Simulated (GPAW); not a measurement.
Equation of state of CsCl-type CuZn (space group 221): energy against volume (GPAW, PBEsol)

```yaml
crystal:
  lattice:
    - [2.86435, 0.00000, 0.00000]
    - [0.00000, 2.86435, 0.00000]
    - [0.00000, 0.00000, 2.86435]
  atoms:
    - { symbol: Zn, position: [0.50000, 0.50000, 0.50000] }
    - { symbol: Cu, position: [0.00000, 0.00000, 0.00000] }
```

Level of theory: PBEsol, GPAW PAW datasets PBEsol (made by gpaw-setup) (plane waves; GPAW). Settings: mode = pw; ecut = 780 eV; xc = PBEsol; kpts = 20 20 20; mesh shift (steps) = 0 0 0; occupations.name = fermi-dirac; occupations.width = 0.05 eV; nbands = -10; convergence.forces = 0.001 eV/Å; symmetry.symmorphic = false; symmetry.tolerance = 0.0005; maxiter = 150. The cell above is the first row's. The rows scale it uniformly. In all rows fractional positions and the k mesh are held. E is the free energy at the stated smearing, counted from the lowest row.

```
V (Å^3/atom)  E (meV/atom)
------------  ------------
11.750               14.10
12.006                4.39
12.261                0.00
12.517                0.31
12.772                4.81
13.027               12.95
13.283               24.33
13.538               38.59
13.794                   ?
```

Using the third-order Birch-Murnaghan form, a cubic in V^(-2/3), estimate the missing E at V = 13.794 from the other rows, showing the fit.

With u = V^(-2/3) - 0.184, the rows have u = 0.009482, 0.006722, 0.004069, 0.001495, -0.000982, -0.003378, -0.005706, -0.007952. Least squares gives E = 2.544 - 1975.71·u + 328542·u² + 885991·u³. Residuals (row less fit): -0.004, 0.012, -0.004, -0.018, 0.010, 0.017, -0.020, 0.006; standard error 0.018 (degrees of freedom: 4). Its minimum lies at u = 0.002971, so V0 = (0.186971)^(-3/2) = 12.37. There d²E/du² = 672900 and d³E/du³ = 5316000, so B0 = (4/9) × 12.37^(-7/3) × 672900 × 0.160218 = 135 GPa (the last factor turns the table's units into GPa), and B0' = 4 + (2/3) × 0.186971 × (5316000)/672900 = 5.0. The program's pressures in the fitted runs (not shown) pass through zero at V = 12.32, 0.41 % from this V0. At the withheld row, u = -0.010137, so E = 2.544 - 1975.71 × (-0.010137) + 328542 × (-0.010137)² + 885991 × (-0.010137)³ = 55.409 meV/atom. The calculation gives 55.36 meV/atom, 0.049 meV/atom below the prediction (0.1 % of the range of E in the table). The row lies outside the fitted rows, so this is an extrapolation. From the scatter of the fitted rows alone, a prediction at this place has a standard error of 0.044 meV/atom, so the miss is 1.1 times that.

Carrying the step between the two nearest rows on in a straight line would have given 52.91, off by 2.45; series whose last step already gives the withheld value aren't shown. The scan was laid around a cell of about the measured size, scaled by a guess for this functional. The runs keep the symmetry of the cell, so they don't test it for distortions. Spin polarisation is off. Cutoffs and mesh are single choices, not tested for convergence of this quantity. Series with a scatter that would blur these digits, or in which a gap closes, are not shown. Nor are scans whose minimum lies at an end fitted in this form.
